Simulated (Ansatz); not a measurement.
A working Ansatz (an electronic-structure program) input for ZnCu₂SnS₄ (I-42m, 8 atoms in the cell) (DFT, r2SCAN, plane waves, default PAW files made with PBE):

Ansatz 0.2 input:
```yaml
# ZnCu2SnS4
crystal:
  lattice:
    - [-2.693498, 2.693498, 5.290799]
    - [2.693498, -2.693498, 5.290799]
    - [2.693498, 2.693498, -5.290799]
  atoms:
    - { symbol: Cu, position: [0.250000, 0.750000, 0.500000] }
    - { symbol: Cu, position: [0.750000, 0.250000, 0.500000] }
    - { symbol: Zn, position: [0.000000, 0.000000, 0.000000] }
    - { symbol: S, position: [0.377000, 0.887000, 0.000000] }
    - { symbol: S, position: [0.113000, 0.113000, 0.490000] }
    - { symbol: S, position: [0.623000, 0.623000, 0.510000] }
    - { symbol: S, position: [0.887000, 0.377000, 0.000000] }
    - { symbol: Sn, position: [0.500000, 0.500000, 0.000000] }
kpoints:
  mp_grid:
    grid: [5, 5, 5]
hamiltonian:
  xc: r2scan
  pseudopotentials:
    kind: paw
scf:
  occupations:
    method: gaussian
    width: 0.0073 Ry
output:
  forces: true
  eigenvalues: true
  stress: true
```

The run converged in 9 iterations: free energy E − TS (on the zero of these files) -26254.5546 eV; gap on the k-point mesh 0.56 eV; pressure 3.02 GPa; largest force (vector length) 0.390 eV/Å. Each of these slips is then made, one at a time:

(1)
```diff
-# ZnCu2SnS4
+# Cu2ZnS5Sn
+    - { symbol: S, position: [0.113000, 0.113000, 0.490000] }
```

(2)
```diff
+  max_iter: 4
```

**Question.** What happens in each case?

**Answer.** 
(1) One atom entered twice. The program stopped before any SCF iteration.
```
Error: atoms 4 (S) and 8 (S) coincide: fractional positions [0.113, 0.113, 0.49] and [0.113, 0.113, 0.49] are 0.00e0 Å apart, within the symmetry tolerance 1e-5 (fractional) on every axis — remove the duplicate or separate the sites (indices count the expanded atom list at the failing check: the typed cell's during the `space_group:` round-trip, ot [...]
```

(2) An iteration limit that is too low. The run ended unconverged after 4 iterations.
```
did not converge after 4 iterations: dr2 = 2.80e-3 (threshold 1.00e-7), under the density mixer `msr1`, which `scf.mixing.algorithm: auto` chose by the deck's other keys (type `scf.mixing.algorithm: msr1` to keep it); raise `scf.max_iter`, which need not help a stalled SCF, or adjust the mixing (`scf.mixing`) or, under a smearing, its width (`scf.o [...]
```

The starting cell was generated: these elements placed on a structure prototype, without a prior relaxation; it need not be a known phase or ordering of this composition. Its lattice was rescaled by a random factor within 2.5 % of one. In the base run, with a pressure of about 3 GPa the cell is away from its equilibrium volume at this level. Ansatz's pressure includes its estimate of the finite-basis (Pulay) stress.

Left out of this page: 3 runs of the series stopped by limits of time or memory; 2 runs of the series outside the window shown, repeating another row's setting, or not comparable.
